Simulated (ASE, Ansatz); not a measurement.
A thermal frame of composition Li3Al, cell Li48Al16, brought to this temperature after a much hotter stage [in the CHGNet run: it was liquid; mean temperature 1029 K (target 1000 K); density 0.97 g/cm³, volume +8 % from the start cell's], from MD with the machine-learned potential CHGNet 0.3.0 in ASE at 1000 K. Computed with r2SCAN (plane waves, PAW; Ansatz, a first-principles code).

```
Property                                           Value
-----------------  -------------------------------------
plane-wave cutoff                                 500 eV
k-points                      one point, (1/4, 1/4, 1/4)
Fermi-Dirac width                               0.086 eV
spin               not polarised; no spin-orbit coupling
```

A check of the k-sampling: on the last frame of the same run a denser mesh moved the PBE forces by 0.043 eV/Å rms, the static pressure by -0.01 GPa and the free energy by 2 meV/atom.

```yaml
crystal:
  lattice:
    - [10.95670, 0.00000, 0.00000]
    - [0.00000, 10.95670, 0.00000]
    - [0.00000, 0.00000, 10.95670]
  atoms:
    - { symbol: Li, position: [0.51863, 0.62140, 0.80728] }
    - { symbol: Li, position: [0.09696, 0.76231, 0.06169] }
    - { symbol: Li, position: [0.78505, 0.68229, 0.03091] }
    - { symbol: Li, position: [0.10980, 0.01323, 0.59345] }
    - { symbol: Li, position: [0.96059, 0.49632, 0.20451] }
    - { symbol: Li, position: [0.07153, 0.33109, 0.95296] }
    - { symbol: Li, position: [0.69897, 0.89791, 0.71021] }
    - { symbol: Li, position: [0.99892, 0.25252, 0.32670] }
    - { symbol: Li, position: [0.50702, 0.71529, 0.35141] }
    - { symbol: Li, position: [0.14734, 0.61278, 0.52399] }
    - { symbol: Li, position: [0.62181, 0.93300, 0.23290] }
    - { symbol: Li, position: [0.97789, 0.55842, 0.91076] }
    - { symbol: Li, position: [0.13393, 0.05868, 0.24778] }
    - { symbol: Li, position: [0.19847, 0.14621, 0.99050] }
    - { symbol: Li, position: [0.81392, 0.40797, 0.96592] }
    - { symbol: Li, position: [0.77107, 0.55710, 0.71656] }
    - { symbol: Li, position: [0.90863, 0.84810, 0.17073] }
    - { symbol: Li, position: [0.36681, 0.38686, 0.35238] }
    - { symbol: Li, position: [0.77931, 0.34364, 0.39169] }
    - { symbol: Li, position: [0.19178, 0.58084, 0.06260] }
    - { symbol: Li, position: [0.45945, 0.41477, 0.15898] }
    - { symbol: Li, position: [0.88438, 0.17450, 0.11214] }
    - { symbol: Li, position: [0.27137, 0.25951, 0.78190] }
    - { symbol: Li, position: [0.67832, 0.10204, 0.41372] }
    - { symbol: Li, position: [0.42425, 0.03514, 0.32398] }
    - { symbol: Li, position: [0.61875, 0.56446, 0.21146] }
    - { symbol: Li, position: [0.12092, 0.32307, 0.62011] }
    - { symbol: Li, position: [0.64611, 0.35555, 0.70101] }
    - { symbol: Li, position: [0.03894, 0.79499, 0.84584] }
    - { symbol: Li, position: [0.88428, 0.93067, 0.46241] }
    - { symbol: Li, position: [0.23763, 0.21689, 0.41334] }
    - { symbol: Li, position: [0.32267, 0.83217, 0.42916] }
    - { symbol: Li, position: [0.59580, 0.86821, 0.53870] }
    - { symbol: Li, position: [0.51095, 0.20973, 0.85695] }
    - { symbol: Li, position: [0.90126, 0.75592, 0.64930] }
    - { symbol: Li, position: [0.56093, 0.25235, 0.31699] }
    - { symbol: Li, position: [0.66043, 0.12847, 0.13318] }
    - { symbol: Li, position: [0.77651, 0.65335, 0.41393] }
    - { symbol: Li, position: [0.16987, 0.85858, 0.66511] }
    - { symbol: Li, position: [0.50144, 0.89667, 0.98862] }
    - { symbol: Li, position: [0.97307, 0.09001, 0.78119] }
    - { symbol: Li, position: [0.28438, 0.83988, 0.19296] }
    - { symbol: Li, position: [0.42156, 0.67558, 0.58938] }
    - { symbol: Li, position: [0.16448, 0.56355, 0.74254] }
    - { symbol: Li, position: [0.03131, 0.69225, 0.35274] }
    - { symbol: Li, position: [0.32777, 0.44979, 0.94089] }
    - { symbol: Li, position: [0.80742, 0.23127, 0.57962] }
    - { symbol: Li, position: [0.28067, 0.00533, 0.88725] }
    - { symbol: Al, position: [0.58254, 0.08074, 0.63043] }
    - { symbol: Al, position: [0.43719, 0.65881, 0.08430] }
    - { symbol: Al, position: [0.45596, 0.26695, 0.54434] }
    - { symbol: Al, position: [0.76058, 0.15917, 0.82184] }
    - { symbol: Al, position: [0.10537, 0.44736, 0.37348] }
    - { symbol: Al, position: [0.80050, 0.93447, 0.97265] }
    - { symbol: Al, position: [0.27910, 0.60149, 0.28585] }
    - { symbol: Al, position: [0.20865, 0.31041, 0.19484] }
    - { symbol: Al, position: [0.39123, 0.18676, 0.09817] }
    - { symbol: Al, position: [0.40986, 0.45136, 0.66913] }
    - { symbol: Al, position: [0.43800, 0.88703, 0.74007] }
    - { symbol: Al, position: [0.92466, 0.46188, 0.52045] }
    - { symbol: Al, position: [0.59744, 0.48257, 0.50868] }
    - { symbol: Al, position: [0.31297, 0.73515, 0.88359] }
    - { symbol: Al, position: [0.34247, 0.07939, 0.65866] }
    - { symbol: Al, position: [0.93745, 0.33052, 0.74614] }
```

### Question
Give the forces on atoms 2, 3, 4, 11, 13, 23, 27, 28, 35, 39, 46, 53, 54, 57, 58, 60 (eV/Å), the static pressure (no kinetic part).

### Answer

```csv
atom,Fx Fy Fz
Li2,-0.009 0.495 0.048
Li3,-0.236 0.189 -0.242
Li4,-0.403 1.402 -1.029
Li11,0.323 -0.982 -0.092
Li13,-0.008 -0.347 -0.194
Li23,0.017 0.408 0.033
Li27,0.514 0.023 -0.765
Li28,-0.151 -0.422 0.449
Li35,0.360 -0.188 -0.256
Li39,1.145 -1.280 0.521
Li46,0.446 -0.110 -0.235
Al53,1.130 -0.233 -0.047
Al54,-0.024 0.772 -0.681
Al57,0.639 -0.198 0.375
Al58,-0.482 0.084 0.470
Al60,0.391 0.419 0.583
```
- static pressure (no kinetic part) = -0.14 GPa
